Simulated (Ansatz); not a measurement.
Functionals compared on OH on the 1x1 (10-10) surface of wurtzite GaN (cut with top plane Ga + N), one in a 2x1 cell, started at the site 'top Ga #2', in Ansatz (plane waves, PAW). The structure was relaxed with PBE; the other rows are single points on it, each with its references at the same level. Cutoff 420 eV (500 eV for r2SCAN). The points keep PBE's geometry, so the relaxation of a polaron and the settling of charge on one site are left out. HSE06 used the coarser mesh 3x3x1.

Host crystal: wurtzite GaN, with a band gap (PBE, scalar-relativistic without spin-orbit coupling).

Model: 34-atom slab, 9.3 Å thick at the start under the adsorbate (thin: gaps and levels are the slab's own), 3x4x1 mesh, Fermi-Dirac 0.01 eV, dipole correction, 16 atoms held, the rest relaxed; no symmetry held; spin-polarised, ending with about 1.0 μB a cell; orders that need a larger cell were not tried, no spin-orbit, no U, no dispersion correction. It is one chosen start, not shown to be the lowest state of the adsorbate. These notes are the PBE run's. r2SCAN: The program's check for a lower electronic state was not made. HSE06: The program's check for a lower electronic state was not made. Adsorption energies are against H2O(g) − ½ H2(g). A negative adsorption energy means that the adsorbate is more stable on the surface than in its reference.

```json
[
 {"functional": "PBE", "adsorption energy (eV)": "0.44", "magnetic moment of the cell (μB)": "1.00"},
 {"functional": "RPBE", "adsorption energy (eV)": "0.47", "magnetic moment of the cell (μB)": "1.00"},
 {"functional": "r2SCAN", "adsorption energy (eV)": "0.10", "magnetic moment of the cell (μB)": "1.00"},
 {"functional": "HSE06", "adsorption energy (eV)": "0.33", "magnetic moment of the cell (μB)": "1.00"}
]
```

Ansatz is a first-principles code.
